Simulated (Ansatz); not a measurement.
Start from Nb in the bcc (W type) structure (space group Im-3m, No. 229; a = 3.3045 Å; relaxed with 0.1 eV smearing). Axes: x, y, z lie along the cube axes.

Method: Ansatz (a quantum-chemistry and plane-wave program) r2SCAN, no spin-orbit coupling.

One thing is altered: compressive biaxial strain of 1.50 % in the plane normal to [001], as in epitaxy on a mismatched substrate; the out-of-plane cell vector and the atoms relax.

Problem. Predict the new out-of-plane strain.

Solution. The out-of-plane strain is +1.62 %.

Stability against distortions was not tested. The final runs are not spin-polarised.
